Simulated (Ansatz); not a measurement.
**A short convergence ladder for Ca2AsI (R3m, 4 atoms in the cell)**

```xyz
4
Lattice="2.2048 1.2730 7.4732 -2.2048 1.2730 7.4732 0.0000 -2.5459 7.4732" Properties=species:S:1:pos:R:3 pbc="T T T"
Ca     0.0000     0.0000     5.2352
Ca     0.0000     0.0000    17.2344
As     0.0000     0.0000    11.2098
I      0.0000     0.0000     0.0000
```

Base method: LDA (PW92), default PAW files made with PBE (plane waves; Ansatz, a program for electronic structure).

Base settings: basis.ecutwfc = 420 eV; kpoints.mp_grid.grid = 7 7 7; hamiltonian.xc = lda; hamiltonian.pseudopotentials = {kind: paw} (the program's default PAW files); scf.occupations.method = fixed.

**The width of Fermi-Dirac smearing**

In this ladder: scf.occupations.method = fermi_dirac.

The mesh stays at the base's, so the ladder's end is converged at best in this setting alone.

Only quantities that move along the ladder and can be compared are tabulated.

| scf.occupations.width | free energy less the last step's (meV/atom) | pressure (GPa) | largest difference of a force vector from the last step's (eV/Å) |
|---|---|---|---|
| 1 eV | -567.99 | -0.96 | 0.556 |
| 0.5 eV | -60.30 | -3.24 | 0.200 |
| 0.2 eV | -0.78 | -3.52 | 0.010 |
| 0.1 eV | 0.00 | -3.52 | 0.000 |
| 0.02 eV | 0.00 | -3.52 | 0.000 |

Widest scf.occupations.width that holds the free energy within 1 meV/atom of the last step, with all finer ones: 0.2 eV; the step before is off by 60 meV/atom.

Widest scf.occupations.width that holds the forces within 0.02 eV/Å of the last step, with all finer ones: 0.2 eV; the step before is off by 0.20 eV/Å.

Widest scf.occupations.width that holds the pressure within 1 GPa of the last step, with all finer ones: 0.5 eV; the step before is off by 2.6 GPa.

On the base run: the starting cell comes from a database of computed structures (which also holds hypothetical and non-ambient phases and stackings), without a prior relaxation at this level. Its lattice was rescaled by up to half a per cent. One atom was moved a little off its site on purpose. In the base run, with a pressure of about -4 GPa the cell is away from its equilibrium volume at this level. Ansatz's pressure includes its estimate of the finite-basis (Pulay) stress.

Keys are those of Ansatz 0.2.
